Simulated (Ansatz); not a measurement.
# Ca3GeO: pressure series

Start from Ca$_{3}$GeO (space group Imma, No. 74; a cell from a computed database, its experimental status unchecked).

```
CELL_PARAMETERS angstrom
     -3.29993     4.66693     3.31126
      3.29993    -4.66693     3.31126
      3.29993     4.66693    -3.31126
ATOMIC_POSITIONS crystal
  Ca 0.76888 0.00000 0.26888
  Ca 0.23112 0.00000 0.73112
  Ca 0.23112 0.50000 0.23112
  Ca 0.76888 0.50000 0.76888
  Ca 0.71287 0.46287 0.25000
  Ca 0.28713 0.53713 0.75000
  Ge 0.24913 0.99913 0.25000
  Ge 0.75087 0.00087 0.75000
  O  0.00000 0.50000 0.50000
  O  0.50000 0.50000 0.00000
```

Cell and atoms are relaxed at each pressure.

Level of theory: DFT with PBEsol, PAW potentials and a 420 eV plane-wave cutoff in Ansatz (a first-principles code), scalar-relativistic without spin-orbit coupling.

Notes on the quantities. enthalpy: H = E + PV relative to the base's energy.

```tsv
case	enthalpy	volume per atom
base	–	20.40 Å³
pressure −2 GPa	-0.26 eV/atom	21.11 Å³
pressure −1 GPa	-0.13 eV/atom	20.74 Å³
pressure 0.3 GPa	+0.04 eV/atom	20.30 Å³
pressure 0.7 GPa	+0.09 eV/atom	20.18 Å³
pressure 1.5 GPa	+0.19 eV/atom	19.94 Å³
pressure 3 GPa	+0.37 eV/atom	19.52 Å³
pressure 5 GPa	+0.61 eV/atom	19.04 Å³
pressure 7.5 GPa	+0.91 eV/atom	18.51 Å³
pressure 10 GPa	+1.19 eV/atom	18.04 Å³
```

The mesh was chosen for an insulator and is coarse for the gapless case. Load acts through the strain it causes; cell and atoms are relaxed under it. Whether these cells are dynamically stable was not tested. No other phases were tried under pressure. All final runs are without spin polarisation.
